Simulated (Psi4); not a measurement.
Psi4 1.11, unrestricted HF/def2-svpd: [CH]=C(F)F, charge 0, multiplicity 2, 5 atoms. The geometry is a generated start, not checked to be a minimum at this level.

```yaml
task: energy
method: scf
basis: def2-svpd
memory: 3 GB
maxiter: 100
keys_of_the_molecule_block: symmetry c1
scf_type: df (default)
diis_max_vecs: 10 (default)
e_convergence: 1e-06 (default)
d_convergence: 1e-06 (default)
basis_functions: 94
```

```xyz
5

C      0.7985    -0.4623    -0.0250
C     -0.3954     0.0215     0.0107
F     -1.5239    -0.6710     0.0348
F     -0.7078     1.3355     0.0295
H      1.8286    -0.2237    -0.0501
```

Charge 0 and multiplicity 2 are set for this test and not shown to be the ground state.

With the defaults (damping_percentage = 0, guess = auto, which took SAD, soscf = false, soscf_start_convergence = 0.01, scf_initial_accelerator = adiis) it converges in 13 SCF iterations. One run each on 2 threads, with these changes:
- soscf = true, soscf_start_convergence = 0.1
- guess = sap
- guess = core
- damping_percentage = 20
- scf_initial_accelerator = none
- guess = gwh
- soscf = true, soscf_start_convergence = 0.001
- guess = modhuckel
- damping_percentage = 60

Problem. Which runs fail or end elsewhere than the default run?

Solution. No convergence: damping_percentage = 20; damping_percentage = 60 (the run ends without SCF convergence in 100 iterations). The rest reach the solution of the defaults.

```
setting                                        SCF iterations  JK calls             end
---------------------------------------------  --------------  --------  --------------
soscf = true, soscf_start_convergence = 0.1                 7        28   same solution
soscf = true, soscf_start_convergence = 0.001              10        41   same solution
the defaults                                               13        14   same solution
scf_initial_accelerator = none                             13        14   same solution
guess = modhuckel                                          14        31   same solution
guess = sap                                                14        14   same solution
guess = gwh                                                16        16   same solution
guess = core                                               18        18   same solution
damping_percentage = 20                                   100       101  no convergence
damping_percentage = 60                                   100       101  no convergence
```

An SOSCF iteration holds several JK calls; a Hückel guess adds calls on atoms.
